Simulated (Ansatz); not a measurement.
Abridged Ansatz (a quantum-chemistry and plane-wave program) output:

```
Pseudopotential: Ga, paw, valence charge 13
Pseudopotential: N, paw, valence charge 5
Crystal: 2 atoms, lattice volume = 19.874 Å³
Basis set: ecut = 500 eV, 501 PW (Γ), exchange–correlation on 96×96×80 points (64 copies of the dense FFT grid, shifted against one another)
Bands: 13, of which v1, the nominal top of the filled ones, is band 9 counted from 1 (8 counted from 0)
Symmetry: 12 space group operations
k-points: 333 of 5508 (time reversal used)
Functional: x = r2scan, c = r2scan; τ floored in thin density (d = 2e-4 eV/Å³)
SCF iter   1: F=—  HF=-4174.294603 eV  |F-HF|=—  |Δ(HF+E_count)|=         —  Δρ=1.89e-2  dr2=4.46e-2  dr2_τ=8.42e-2  ethr=1.77e-3  ⟨swp⟩=4.5  Hψ=21749  notcnv=0
SCF iter   2: F=—  HF=-4174.347584 eV  |F-HF|=—  |Δ(HF+E_count)|=   5.30e-2  Δρ=1.05e-2  dr2=1.74e-2  dr2_τ=1.98e-4  ethr=2.48e-4  ⟨swp⟩=2.0  Hψ=11312  notcnv=0
SCF 1 converged in 10 iterations: F = -4174.347045 eV  dr2 = 7.60e-14
SCF converged after 10 iterations
Free energy (F): -4174.347045 eV
Internal energy: -4174.344011 eV  (E = F + TS)
E sigma→0 (E₀):  -4174.345528 eV
Entropy (-TS):   -0.003034 eV (-1.517 meV/atom)
Fermi energy:    12.898516 eV
--- Forces (eV/Å), atoms counted from 1 ---
  atom   1  Ga     0.00000000     0.00000000     0.00000000
  atom   2  N      0.00000000    -0.00000000     0.00000000
--- Stress (GPa, compression-positive) ---
       -0.761576      -0.000000       0.000000
       -0.000000      -0.761576       0.000000
        0.000000       0.000000      -0.978493
  P = ⅓ Tr σ = -0.8339 GPa (-8.339 kbar)
```

### Question
What was computed, and what are the main results?

### Answer
GaN, 2 atoms in the cell, with r2SCAN (Ansatz), scalar-relativistic without spin-orbit coupling. The last SCF converged to F = -4174.347045 eV, or -2087.1735 eV per atom, at a pressure of -0.83 GPa. The total energy compares only with runs of the same code, potentials and settings.

Single points use the geometry relaxed with PBEsol. Stability against distortions was not tested. The final runs are not spin-polarised. The cell is GaN (space group P-6m2, No. 187; a hypothetical phase, not in the database extracts checked).
